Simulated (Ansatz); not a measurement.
The parent structure is CdSe in the wurtzite structure (space group P6_3mc, No. 186; a = 4.3019 Å, c = 7.0210 Å). Axes: x lies along a and z along c of the hexagonal cell.

The values are results of PBEsol (Ansatz, a quantum-chemistry and plane-wave program), no spin-orbit coupling, not measurements.

One thing is altered: uniaxial strain ε_xx = +1.20 %, all other strain components held at zero, atoms relaxed at fixed cell.

Question: Predict the stress tensor and what it implies for the stiffness.

Answer: Stress of the strained cell less that of the base (GPa, compression positive):
```
  -0.86    0.00    0.00
   0.00   -0.52    0.00
   0.00    0.00   -0.43
```

Then −Δσ_ii/ε with ε = 0.0120 gives relaxed-ion elastic constants: C11 ≈ 72 GPa, C12 ≈ 43 GPa and C13 ≈ 36 GPa.

Whether these cells are dynamically stable was not tested.
